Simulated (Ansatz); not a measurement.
Amorphous Ti20O41Zn, 62 atoms at 3.45 g/cm³, one PBE-relaxed geometry, zone centre. Methods: PBE, scalar-relativistic without spin-orbit coupling (Ansatz, an electronic-structure program); r2SCAN, scalar-relativistic without spin-orbit coupling (Ansatz); HSE06, scalar-relativistic without spin-orbit coupling (Ansatz). Plane waves to 420 eV (r2SCAN 500 eV); exact exchange is cut at the cell's faces. At PBE the levels at the filled edge of the gap are localised (band-tail or defect states). All rungs ran without spin polarisation.

It comes from a melt-quench run on a machine-learned potential (CHGNet), relaxed afterwards by DFT. O atoms were pushed apart under 1.9 Å during the dynamics, to hinder bonds among them. The hot cell started wider than the set density and was brought back towards it in steps. It is the lowest in DFT energy of 2 quenches. It is a model cell: composition and starting density were chosen by hand, and all elements were melted together. No dispersion term was used. Its density started from a set value of 3.66 and ended at 3.45 g/cm³. The quench (nominally 240 K/ps over its main leg) was far faster than any real one, so the model tends to hold more defects than a real film. One small periodic cell is one sample of the glass; other quenches scatter about these values. Volume and shape were free in the relaxation.

The relaxation ran on the zone centre alone. At PBE the level gap is 2.58 eV on a 2×2×2 Γ-centred mesh, and the spacing at the zone centre alone 2.61 eV.

Question: What zone-centre spacing does r2SCAN give, roughly?

Answer: 2.97 eV (+0.36 eV against PBE).

Question: What zone-centre spacing does HSE06 give, roughly?

Answer: 4.16 eV (+1.55 eV against PBE).

The highest filled and the lowest empty state spread over these numbers of atoms (participation numbers): PBE: 10.6 and 11.9; r2SCAN: 10.7 and 11.6; HSE06: 11.7 and 12.4.
